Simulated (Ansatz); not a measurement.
Fluorite PbF₂ (high-temperature phase)

Method: LDA in Ansatz (PAW).

Settings: plane-wave cutoff 500 eV, 10×10×10 k mesh, gaussian smearing 0.02 eV, scalar-relativistic PAW data made under PBE.

Cell: relaxed at this level.

```yaml
equilibrium_volume_per_atom: 16.36 Å³/atom
equilibrium_lattice_constant_a: 5.812 Å
band_gap: 4.26 eV (on the SCF k mesh)
```

Measured, for comparison: equilibrium volume per atom 17.46 Å³/atom, lattice constant a 5.94 Å (temperature not stated, not corrected to a static lattice; as tabulated in Cadelano and Cappellini (2011), arXiv:1107.5962). Computed (rounded) less measured: equilibrium volume per atom -6.3 %, lattice constant a -2.2 %.

Spin–orbit coupling is not included; with these elements it can move the gap by several tenths of an eV or more.

The computed numbers hold no vibrational or temperature effects.

It cost roughly 18 core-seconds of CPU time.

Ansatz is a quantum-chemistry and plane-wave program.
